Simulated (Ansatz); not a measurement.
# Bulk modulus of Mo3AlN (model structure, started from the Ni3MgC type, Pm-3m, No. 221, 5 atoms in the cell) at several levels of theory

No measured value is used here.

```tsv
level (code)	value (GPa)	cell (Å³/atom)
LDA (Ansatz)	275	13.27
PBE (Ansatz)	244	13.86
PBEsol (Ansatz)	263	13.50
r²SCAN (Ansatz)	258	13.71
```

Spin-polarised start: LDA, PBE, PBEsol, r²SCAN. LDA, PBE, PBEsol, r²SCAN: the starting moments vanished in the run, and other orders were not tried. LDA, PBE, PBEsol, r²SCAN: the bulk modulus is −V dP/dV from two relaxed cells at ±2 % in volume. Each level is taken at its own relaxed cell. Cutoffs differ between the levels. Ansatz's density-functional and Hartree–Fock values are scalar-relativistic unless marked +SOC, with PAW data made under PBE.

A model structure was made by putting elements into a prototype or built by hand; it is no filed structure, need not be a known phase, and can be a saddle point held by its symmetry.

Ansatz is a first-principles code.
